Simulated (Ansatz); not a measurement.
Consider CaO in the rock salt structure (space group Fm-3m, No. 225; a = 4.8308 Å).

Structures relaxed with Kohn–Sham DFT with the PBE functional, run in Ansatz (an electronic-structure program) with PAW and 420 eV plane waves, no spin-orbit coupling.

Base:

Simulated powder pattern, Co Kα, λ = 1.79026 Å (kinematic, ideal powder, no thermal factors, no anomalous dispersion; the 14 strongest lines at most, above 2 %, up to 2θ = 90°):

```
2θ (°)  I/Imax (%)    hkl
------  ----------  -----
37.44           38  (111)
43.50          100  (200)
63.22           58  (220)
75.84           16  (311)
79.87           18  (222)
```

One thing is altered: every lattice vector is stretched by 0.50 %, atoms relaxed at fixed cell.

After the change:

Simulated powder pattern, Co Kα, λ = 1.79026 Å (kinematic, ideal powder, no thermal factors, no anomalous dispersion; the 14 strongest lines at most, above 2 %, up to 2θ = 90°):

```
2θ (°)  I/Imax (%)    hkl
------  ----------  -----
37.25           38  (111)
43.28          100  (200)
62.86           58  (220)
75.40           16  (311)
79.39           18  (222)
```

The indices refer to the base's conventional cell; one index is shown for lines that coincide.

The cells carry an imposed strain or load. Stability against distortions was not tested.
